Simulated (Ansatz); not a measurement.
Consider this model of amorphous W$_{20}$Si$_{10}$N$_{20}$.

```
CELL_PARAMETERS angstrom
      8.37459     0.19407     0.13725
      0.19407     8.86578     0.00160
      0.13725     0.00160     8.33798
ATOMIC_POSITIONS crystal
  W  0.65824 0.70213 0.66063
  W  0.42197 0.14697 0.32510
  W  0.64355 0.88531 0.96861
  W  0.10554 0.47239 0.92174
  W  0.93921 0.75353 0.30733
  W  0.76224 0.57209 0.94001
  W  0.14938 0.18026 0.14933
  W  0.96811 0.82573 0.65618
  W  0.39931 0.66246 0.92193
  W  0.28238 0.95184 0.73565
  W  0.53830 0.40149 0.76547
  W  0.40431 0.78788 0.42937
  W  0.14400 0.95502 0.41624
  W  0.14226 0.56241 0.59469
  W  0.00548 0.95683 0.97011
  W  0.32016 0.91730 0.12388
  W  0.68004 0.94157 0.33275
  W  0.87703 0.38884 0.64635
  W  0.41433 0.35489 0.06537
  W  0.71076 0.18586 0.10065
  Si 0.95956 0.23367 0.89977
  Si 0.71904 0.14396 0.78487
  Si 0.10653 0.18679 0.60096
  Si 0.85005 0.16526 0.43247
  Si 0.30529 0.19955 0.86222
  Si 0.51439 0.42576 0.43750
  Si 0.98261 0.43763 0.24397
  Si 0.57988 0.69219 0.17829
  Si 0.51910 0.07827 0.60339
  Si 0.29666 0.59187 0.20740
  N  0.20653 0.82451 0.93634
  N  0.34656 0.54952 0.41392
  N  0.96859 0.62076 0.77389
  N  0.64458 0.38371 0.98352
  N  0.45989 0.27174 0.55354
  N  0.53941 0.02775 0.14262
  N  0.19485 0.76584 0.26300
  N  0.31230 0.51807 0.74887
  N  0.65681 0.50034 0.55666
  N  0.82136 0.95586 0.79898
  N  0.20872 0.78340 0.59266
  N  0.18478 0.42429 0.16409
  N  0.55677 0.32767 0.26153
  N  0.79515 0.78757 0.49249
  N  0.93928 0.58098 0.10556
  N  0.98437 0.51267 0.43099
  N  0.90481 0.25949 0.24261
  N  0.50023 0.83522 0.77842
  N  0.84488 0.92595 0.14555
  N  0.18817 0.18190 0.39229
```

All values below come from PBE, scalar-relativistic without spin-orbit coupling (plane waves to 420 eV, PAW; Ansatz, a quantum-chemistry and plane-wave program). Neutral PBE cell, which sets geometry, pressure and energy: sampling: a 2×2×2 Γ-centred mesh; Fermi-Dirac width 0.1 eV; no spin polarisation. The usual formal charges leave 100 electrons over, so the level spacing at the Fermi energy parts defect or band states and needn't be the band gap.

It comes from a melt-quench run on a machine-learned potential (CHGNet), relaxed afterwards by DFT. N atoms were pushed apart under 1.9 Å during the dynamics, to hinder bonds among them. The hot cell started wider than the set density and was brought back towards it in steps. It is the lowest in DFT energy of 2 quenches. It is a model cell: composition and starting density were chosen by hand, and all elements were melted together. No dispersion term was used. Its density started from a set value of 13.06 and ended at 11.38 g/cm³. The simulated quench (nominally 450 K/ps over its main leg) is rapid and tends to freeze in more defects than a deposited or slowly cooled glass has. A cell of this size samples the disorder only roughly. Volume and shape were free in the relaxation.

Q: Give the pressure, the energy against reference phases and the spacing of the highest filled and lowest empty levels.

A: 
```yaml
Pressure on a 2×2×2 Γ-centred mesh: 0.10 GPa
Largest force and stress component on that mesh (the relaxation ran on one k-point at (1/4, 1/4, 1/4)): 0.35 eV/Å and 0.4 GPa
Energy relative to beta Si3N4 + bcc W + W2N3 (Cm) (lowest mix at this level among the phases computed, not always the ambient ones): 0.594 eV/atom
Level spacing at the Fermi energy on a 2×2×2 Γ-centred mesh (PBE): within the smearing (under twice its width)
```

Neighbours within W-W 3.04 Å, W-Si 2.74 Å, W-N 2.66 Å, Si-Si 2.60 Å, Si-N 2.06 Å, N-N 1.70 Å count as bonded. Two cations that share two anions don't count as bonded, nor two that share one unless they lie closer than W-W 2.95 Å, W-Si 2.66 Å, Si-Si 2.38 Å.
